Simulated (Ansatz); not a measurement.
## A computed series for InSe: thickness series

Take InSe (space group P-6m2, No. 187; a = 4.019 Å, c = 16.838 Å; a cell from a computed database, its experimental status unchecked; layered, stacked along the Cartesian z axis) as the base.

Free-standing slabs (4 atom(s) a layer) normal to the stacking axis with 15 Å of vacuum; in-plane cell relaxed.

Computed with r2SCAN+rVV10 in Ansatz (plane waves to 500 eV, PAW, no spin-orbit coupling), earlier PAW set.

```csv
number of layers,band gap (eV)
1,2.07
2,1.50
3,?
4,1.12
```

Fit E_g(N) = E_bulk + A N^(−s) with E_bulk = 0.80 eV, fitted as a line in log–log form to the rows shown and predict the withheld row.

Least squares on the printed values gives A = 1.31 eV, s = 0.99 (largest residual 0.04 eV); this predicts 1.24 eV, and the run gives 1.25 eV, in agreement.

Whether these cells are dynamically stable was not tested.

Ansatz is a quantum-chemistry and plane-wave program.
